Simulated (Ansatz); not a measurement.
Worked calculations on one periodic cell of amorphous Zr$_{20}$O$_{43}$Y$_{2}$: Zr20O43Y2, 65 atoms, volume 847.5 Å³, made by a melt-quench on the CHGNet potential and relaxed with DFT. O atoms were pushed apart under 1.9 Å during the dynamics, to hinder bonds among them. It is a model cell: composition and starting density were chosen by hand, and all elements were melted together. Cycles of charging were run to anneal it. Level of theory: PBE, scalar-relativistic without spin-orbit coupling (plane waves to 420 eV, PAW; Ansatz, a first-principles code). Sampling: a 2×2×2 Γ-centred mesh; Fermi-Dirac width 0.02 eV; no spin polarisation. Its volume was relaxed, its shape was free, and it stands at a mean pressure of -0.2 GPa with stress components up to 1.3 GPa; the relaxation ran on the zone centre alone. Its density went from a set 5.28 to 5.27 g/cm³. The cell is small and was quenched far faster than a real film, so it is one sample of the glass.

Problem. Count formal charges (Zr +4, O -2, Y +3). What does the count lead one to expect at the Fermi level, and what does the calculation give?

Solution. 20 × (+4) + 43 × (-2) + 2 × (+3) = 0. The charges balance, so the anion-derived valence states can be full and a gap can open. On this mesh the highest filled and lowest empty level lie 3.33 eV apart, the PBE gap of this cell, with a localised state at one edge or both.

Four energies for an added electron at PBE on the zone centre alone (charged cells in a uniform background, spin-polarised): neutral at the neutral geometry -115880.715 eV; charged at the neutral geometry -115868.190 eV; charged and relaxed -115868.582 eV; neutral at the charged geometry -115880.204 eV.

Problem. Find the two relaxation energies and their sum, the reorganisation energy.

Solution. On charging: -115868.190 − (-115868.582) = 0.392 eV. On discharging: -115880.204 − (-115880.715) = 0.511 eV. The sum is 0.903 eV. The carrier's level spreads over 7 of the 65 atoms' worth, so it counts as partly localised, most on one Zr atom with neighbours O 1.98 Å, O 2.05 Å, O 2.06 Å, O 2.10 Å, O 2.27 Å, O 2.53 Å (neutral geometry). The values are uncorrected: the image energy of a point charge in this cell, 2.84 × 14.40 / (2 × 9.5) = 2.2 eV before screening, is screened by electrons alone at the fixed geometry and by ions too after relaxing, and the carrier can be spread before it relaxes, so each term can be off by up to that value times 1/ε∞, some tenths of an eV. PBE's self-interaction favours spread-out carriers, so a hybrid can localise more.

Four energies for a hole at PBE on the zone centre alone (charged cells in a uniform background, spin-polarised): neutral at the neutral geometry -115880.715 eV; charged at the neutral geometry -115889.739 eV; charged and relaxed -115889.900 eV; neutral at the charged geometry -115880.162 eV.

Problem. Find the two relaxation energies and their sum, the reorganisation energy.

Solution. On charging: -115889.739 − (-115889.900) = 0.161 eV. On discharging: -115880.162 − (-115880.715) = 0.553 eV. The sum is 0.714 eV. The carrier's level spreads over 3 of the 65 atoms' worth, so it counts as localised, most on one O atom with neighbours Zr 2.06 Å, Zr 2.09 Å, Zr 2.41 Å (neutral geometry). The values are uncorrected: the image energy of a point charge in this cell, 2.84 × 14.40 / (2 × 9.5) = 2.2 eV before screening, is screened by electrons alone at the fixed geometry and by ions too after relaxing, and the carrier can be spread before it relaxes, so each term can be off by up to that value times 1/ε∞, some tenths of an eV. PBE's self-interaction favours spread-out carriers, so a hybrid can localise more.
